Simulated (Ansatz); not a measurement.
For L1₂ (Cu3Au-type) Cu₃Au, LDA in Ansatz (PAW) gives:

```
Quantity                     Value
------------------  --------------
lattice constant a         3.671 Å
formation enthalpy  -0.041 eV/atom
```

Question: What does HSE06 (plane waves, PAW; Ansatz, a quantum-chemistry and plane-wave program) give for the same quantities?

Answer: 
- lattice constant a: 3.773 Å (grows by 2.8 %)
- formation enthalpy: -0.080 eV/atom (moves by -0.039 eV/atom)

For comparison: lattice constant a 3.75 Å (measured, temperature not stated, not corrected to a static lattice; as tabulated in Nepal et al. (2019), arXiv:1905.09348); formation enthalpy -0.074 eV/atom (measured, 320 K, not corrected to a static lattice; as tabulated in Nepal et al. (2019), arXiv:1905.09348).

Changes are worked out from the printed values.

Unless a cell is named, each level is at its own relaxed cell (LDA 12.37, HSE06 13.43 Å³/atom).

Levels without +SOC leave out spin–orbit coupling, which shifts energies and cells of such heavy elements.

Caveats: exact exchange on metals is sensitive to the k mesh and can open a false gap (HSE06). Ansatz's density-functional and Hartree–Fock values are scalar-relativistic unless marked +SOC, with PAW data made under PBE.
